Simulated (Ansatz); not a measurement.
Carrier properties of InP under load (space group R3m)

Here is the system:

```yaml
crystal:
  lattice:
    - [-0.04316, 2.92252, 2.92252]
    - [2.92252, -0.04316, 2.92252]
    - [2.92252, 2.92252, -0.04316]
  atoms:
    - { symbol: In, position: [0.99871, 0.99871, 0.99871] }
    - { symbol: P, position: [0.25129, 0.25129, 0.25129] }
```

Method: r2SCAN with spin-orbit coupling, rigid bands (plane waves, PAW; Ansatz, an electronic-structure program). Condition of this run: uniaxial stress along [111] of 2 GPa (compression positive) (the target of the relaxation). How the cell was made: cell and atoms relaxed with r2SCAN, then loaded as said.

The band gap comes out as 0.97 eV, the electron conductivity mass (300 K, dilute) is 0.087 mₑ and the hole conductivity mass (300 K, dilute) is 0.35 mₑ. The effective density of states N_c (300 K) comes out as 6.2e17 cm⁻³, the effective density of states N_v (300 K) is 9.5e18 cm⁻³ and the density-of-states mass, electrons comes out as 0.085 mₑ. The density-of-states mass, holes is 0.52 mₑ. The Seebeck coefficient, n-type 1e19 cm⁻³, 300 K is -58 μV/K and the Seebeck coefficient, p-type 1e19 cm⁻³, 300 K comes out as 248 μV/K. The best p-type power factor at 300 K for τ = 10 fs (best axis; densities from 1e16 to 1e21 cm⁻³ tried, whether or not they can be reached) comes out as 11.7 μW/(cm·K²) at 3e20 cm⁻³.

Rigid bands; masses and Seebeck coefficients take one relaxation time τ for all states and one kind of carrier; polarons and phonon drag are left out.
